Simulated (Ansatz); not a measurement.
Subject: the formation energy of the neutral V_Co in CoSi (P2₁3). Reaction: 32 CoSi (P2₁3) → cell A + Co (hcp).

Cell A: a supercell of 64 sites of CoSi (P2₁3) with one empty Co site amid 7 Si; an odd number of electrons; spin state with PBE: no moments, k-point mesh 3×3×3.
```xyz
63
Lattice="8.8614 0.0000 0.0000 0.0000 8.8614 0.0000 0.0000 0.0000 8.8614" Properties=species:S:1:pos:R:3 pbc="T T T"
Co     3.7968     2.8607     1.5831
Co     2.8607     1.5831     3.7968
Co     1.5831     3.7968     2.8607
Co     0.6403     0.6403     0.6403
Si     0.6994     1.5236     2.9106
Si     1.5236     2.9106     0.6994
Si     2.9106     0.6994     1.5236
Si     3.7940     3.7940     3.7940
Co     3.8040     2.8850     5.9849
Co     2.8603     1.5826     8.2106
Co     1.5731     3.7859     7.2789
Co     0.6380     0.6408     5.0704
Si     0.6944     1.5219     7.3365
Si     1.5104     2.9124     5.1156
Si     2.9043     0.6975     5.9484
Si     3.7420     3.7442     8.1514
Co     3.7859     7.2789     1.5731
Co     2.8850     5.9849     3.8040
Co     1.5826     8.2106     2.8603
Co     0.6408     5.0704     0.6380
Si     0.6975     5.9484     2.9043
Si     1.5219     7.3365     0.6944
Si     2.9124     5.1156     1.5104
Si     3.7442     8.1514     3.7420
Co     3.8218     7.2397     5.9991
Co     2.8588     5.9993     8.2138
Co     1.5815     8.2155     7.2816
Co     0.6448     5.0805     5.0591
Si     0.7041     5.9457     7.3268
Si     1.5281     7.3403     5.1238
Si     2.9581     5.0887     5.9111
Si     3.7315     8.1662     8.1661
Co     8.2106     2.8603     1.5826
Co     7.2789     1.5731     3.7859
Co     5.9849     3.8040     2.8850
Co     5.0704     0.6380     0.6408
Si     5.1156     1.5104     2.9124
Si     5.9484     2.9043     0.6975
Si     7.3365     0.6944     1.5219
Si     8.1514     3.7420     3.7442
Co     8.2138     2.8588     5.9993
Co     7.2816     1.5815     8.2155
Co     5.9991     3.8218     7.2397
Co     5.0591     0.6448     5.0805
Si     5.1238     1.5281     7.3403
Si     5.9111     2.9581     5.0887
Si     7.3268     0.7041     5.9457
Si     8.1661     3.7315     8.1662
Co     8.2155     7.2816     1.5815
Co     7.2397     5.9991     3.8218
Co     5.9993     8.2138     2.8588
Co     5.0805     5.0591     0.6448
Si     5.0887     5.9111     2.9581
Si     5.9457     7.3268     0.7041
Si     7.3403     5.1238     1.5281
Si     8.1662     8.1661     3.7315
Co     8.2194     7.2933     5.9974
Co     7.2933     5.9974     8.2194
Co     5.9974     8.2194     7.2933
Si     5.1274     5.9461     7.3529
Si     5.9461     7.3529     5.1274
Si     7.3529     5.1274     5.9461
Si     8.1647     8.1647     8.1647
```

Reference: Co (hcp, P6₃/mmc), 2 atoms in the cell; spin state with PBE: parallel moments, net moment 3.2 μB a cell, k-point mesh 30×30×16 on the run's own vectors. Conventional cell: a = b = 2.493 Å, c = 4.037 Å, α = β = 90.00°, γ = 120.00°.

Reference: CoSi (P2₁3), 64 atoms in the cell, the relaxed perfect crystal repeated, atoms not moved again; spin state with PBE: no moments, k-point mesh 3×3×3 on the run's own vectors.

Computed with Ansatz (plane waves, PAW), its default PAW set, cutoff 500 eV. The structures are at rest with PBE, within the held lattices; other levels are single points on them. Neutral cells; Fermi-Dirac smearing of at most 0.10 eV in the solids, energies taken to zero width. The lattices are those relaxed with PBE, so at other levels the solids can be strained. Larger cells are relaxed from a start prepared with the learned potential CHGNet, on a coarser mesh till forces fall under 0.03 eV/Å, which some starts already meet. A dispersion term (D3(BJ), or D4 for r2SCAN) was computed beside these levels and is taken off wherever the name lacks it. The PAW files were made for PBE and serve at the other functionals too. Space groups of crystals are read within 0.01 Å. Nuclei at rest; no vibrational terms. Cells are local rest points, mostly with their start's symmetry. No search over spin orders was made beyond those shown. Values are for these cell sizes. The state moves with the level: Co (hcp) has a net moment of 3.5 μB with r2SCAN and 3.2 μB with PBE. Mesh and cell size may move defect energies by 0.1 eV or more. The value holds for the reservoirs listed; other chemical potentials shift it. Cell A has symmetry R3 within 0.02 Å and got no random move, so less symmetric positions, which may lie lower, weren't tried.

**Question.** Predict the value from r2SCAN.

**Answer.** 1.37 eV, for 32 CoSi (P2₁3) → cell A + Co (hcp).

Ansatz is a first-principles code.
